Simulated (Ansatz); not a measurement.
# InSb under a change: x(As) = 0.75, 8 atoms, P-43m

Take InSb in the zinc blende structure (space group F-43m, No. 216; a = 6.5198 Å) as the base.

The other end (x = 1) is InAs in the zinc blende structure (space group F-43m, No. 216): 28.20 Å³/atom, gap zero.

The change: a fraction x = 0.75 of the Sb sites is given to As, ordered in a cell of 8 atoms (starting symmetry P-43m) and fully relaxed.

Method: PBEsol (Ansatz, an electronic-structure program), scalar-relativistic without spin-orbit coupling, earlier PAW set. k-mesh 6×6×6 (Γ-centred); smearing 0.05 eV (Fermi–Dirac), for the changed cell.

The density decreases by 0.05 g/cm³ to 5.62 g/cm³ and the shortest interatomic distance decreases by 0.167 Å to 2.656 Å. The band gap stays zero and the mixing energy amounts to +0.02 eV/atom (to 0.01 eV only: unlike meshes or grids). The deviation of the volume from the linear (Vegard-type) interpolation comes out as -0.2 % and the mean first-shell distances amounts to Sb–In 2.771 Å (end compound 2.823 Å), As–In 2.656 Å (end compound 2.636 Å).

Final structure:

```xyz
8
Lattice="6.1974 0.0000 0.0000 0.0000 6.1974 0.0000 0.0000 0.0000 6.1974" Properties=species:S:1:pos:R:3 pbc="T T T"
As     0.0000     0.0000     3.0987
As     3.0987     0.0000     0.0000
As     0.0000     3.0987     0.0000
Sb     3.0987     3.0987     3.0987
In     1.4988     1.4988     4.6987
In     4.6987     1.4988     1.4988
In     1.4988     4.6987     1.4988
In     4.6987     4.6987     4.6987
```

These are small ordered cells, not random alloys; other orderings at the same x differ. Spin-orbit coupling, missing from the scalar runs, can matter with Sb. No phonon test of stability was made. The final runs are not spin-polarised. The zero or small gap of In4SbAs3, InSb and InAs can change with the level of theory.
